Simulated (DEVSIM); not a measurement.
Device: InP/In0.53Ga0.47As n-p heterojunction, at 300 K.

| layer (left to right) | material | thickness (μm) | Nd (cm⁻³) | Na (cm⁻³) | τn (s) | τp (s) |
|---|---|---|---|---|---|---|
| 1 | InP | 0.0670 | 1.2e17 | - | 4.5e-8 | 4.5e-8 |
| 2 | In0.53Ga0.47As | 1.10 | - | 2.2e17 | 4.5e-8 | 4.5e-8 |

Left contact: ohmic. Right contact: ohmic. Voltage is applied to the left contact. Recombination: SRH at mid-gap. Mobility is μmin + (μ − μmin)/(1 + (N/Nref)^α).

The device is made up for the run: typed textbook-type constants, with dimensions and the other settings drawn at random. Values at 300 K.

| parameter | InP | In0.53Ga0.47As |
|---|---|---|
| gap (eV) | 1.344 | 0.74 |
| affinity (eV) | 4.38 | 4.51 |
| permittivity | 12.5 | 13.9 |
| Nc (cm⁻³) | 5.7e17 | 2.1e17 |
| Nv (cm⁻³) | 1.1e19 | 7.7e18 |
| μn (cm²/Vs) | 5200 | 12000 |
| μp (cm²/Vs) | 170 | 300 |
| μn,min | 400 | 300 |
| μp,min | 10 | 10 |
| Nref,n | 3e17 | 1.3e17 |
| Nref,p | 4.9e17 | 4.9e17 |
| αn | 0.47 | 0.48 |
| αp | 0.62 | 0.4 |

Model (solved in DEVSIM): 1D drift-diffusion, Boltzmann statistics, complete ionisation; no tunnelling, impact ionisation, image-force lowering or self-heating. Band offsets follow the typed affinities; no thermionic-emission limit at abrupt steps, no polarisation charge.

Problem. Tabulate band edges, carrier densities and field at zero bias.

Solution. Energies count from the Fermi level of the right contact; mesh points crowd at the junctions.

```json
[
 {"x (μm)": "0.000", "Ec (eV)": "0.040", "Ev (eV)": "-1.304", "n (cm⁻³)": "1.2e17", "p (cm⁻³)": "< 1e2", "field (V/cm)": "26000"},
 {"x (μm)": "0.003872", "Ec (eV)": "0.051", "Ev (eV)": "-1.293", "n (cm⁻³)": "8.0e16", "p (cm⁻³)": "< 1e2", "field (V/cm)": "28000"},
 {"x (μm)": "0.01040", "Ec (eV)": "0.070", "Ev (eV)": "-1.274", "n (cm⁻³)": "3.8e16", "p (cm⁻³)": "< 1e2", "field (V/cm)": "33000"},
 {"x (μm)": "0.02141", "Ec (eV)": "0.116", "Ev (eV)": "-1.228", "n (cm⁻³)": "6.5e15", "p (cm⁻³)": "< 1e2", "field (V/cm)": "50000"},
 {"x (μm)": "0.04501", "Ec (eV)": "0.280", "Ev (eV)": "-1.064", "n (cm⁻³)": "1.1e13", "p (cm⁻³)": "< 1e2", "field (V/cm)": "90000"},
 {"x (μm)": "0.05626", "Ec (eV)": "0.393", "Ev (eV)": "-0.951", "n (cm⁻³)": "1.4e11", "p (cm⁻³)": "1200", "field (V/cm)": "110000"},
 {"x (μm)": "0.06292", "Ec (eV)": "0.470", "Ev (eV)": "-0.874", "n (cm⁻³)": "7.3e9", "p (cm⁻³)": "23000", "field (V/cm)": "120000"},
 {"x (μm)": "0.06785", "Ec (eV)": "0.400", "Ev (eV)": "-0.340", "n (cm⁻³)": "4.0e10", "p (cm⁻³)": "1.5e13", "field (V/cm)": "110000"},
 {"x (μm)": "0.07260", "Ec (eV)": "0.451", "Ev (eV)": "-0.289", "n (cm⁻³)": "5.6e9", "p (cm⁻³)": "1.1e14", "field (V/cm)": "99000"},
 {"x (μm)": "0.08133", "Ec (eV)": "0.526", "Ev (eV)": "-0.214", "n (cm⁻³)": "3.0e8", "p (cm⁻³)": "2.0e15", "field (V/cm)": "74000"},
 {"x (μm)": "0.09733", "Ec (eV)": "0.610", "Ev (eV)": "-0.130", "n (cm⁻³)": "1.2e7", "p (cm⁻³)": "5.1e16", "field (V/cm)": "32000"},
 {"x (μm)": "0.1444", "Ec (eV)": "0.648", "Ev (eV)": "-0.092", "n (cm⁻³)": "2800000", "p (cm⁻³)": "2.2e17", "field (V/cm)": "370"},
 {"x (μm)": "0.2131", "Ec (eV)": "0.648", "Ev (eV)": "-0.092", "n (cm⁻³)": "2700000", "p (cm⁻³)": "2.2e17", "field (V/cm)": "≈ 0"},
 {"x (μm)": "0.3390", "Ec (eV)": "0.648", "Ev (eV)": "-0.092", "n (cm⁻³)": "2700000", "p (cm⁻³)": "2.2e17", "field (V/cm)": "≈ 0"},
 {"x (μm)": "0.6601", "Ec (eV)": "0.648", "Ev (eV)": "-0.092", "n (cm⁻³)": "2700000", "p (cm⁻³)": "2.2e17", "field (V/cm)": "≈ 0"},
 {"x (μm)": "0.8929", "Ec (eV)": "0.648", "Ev (eV)": "-0.092", "n (cm⁻³)": "2700000", "p (cm⁻³)": "2.2e17", "field (V/cm)": "≈ 0"},
 {"x (μm)": "1.020", "Ec (eV)": "0.648", "Ev (eV)": "-0.092", "n (cm⁻³)": "2700000", "p (cm⁻³)": "2.2e17", "field (V/cm)": "≈ 0"},
 {"x (μm)": "1.089", "Ec (eV)": "0.648", "Ev (eV)": "-0.092", "n (cm⁻³)": "2700000", "p (cm⁻³)": "2.2e17", "field (V/cm)": "≈ 0"},
 {"x (μm)": "1.136", "Ec (eV)": "0.648", "Ev (eV)": "-0.092", "n (cm⁻³)": "2700000", "p (cm⁻³)": "2.2e17", "field (V/cm)": "≈ 0"},
 {"x (μm)": "1.153", "Ec (eV)": "0.648", "Ev (eV)": "-0.092", "n (cm⁻³)": "2700000", "p (cm⁻³)": "2.2e17", "field (V/cm)": "≈ 0"},
 {"x (μm)": "1.161", "Ec (eV)": "0.648", "Ev (eV)": "-0.092", "n (cm⁻³)": "2700000", "p (cm⁻³)": "2.2e17", "field (V/cm)": "≈ 0"},
 {"x (μm)": "1.167", "Ec (eV)": "0.648", "Ev (eV)": "-0.092", "n (cm⁻³)": "2700000", "p (cm⁻³)": "2.2e17", "field (V/cm)": "≈ 0"}
]
```
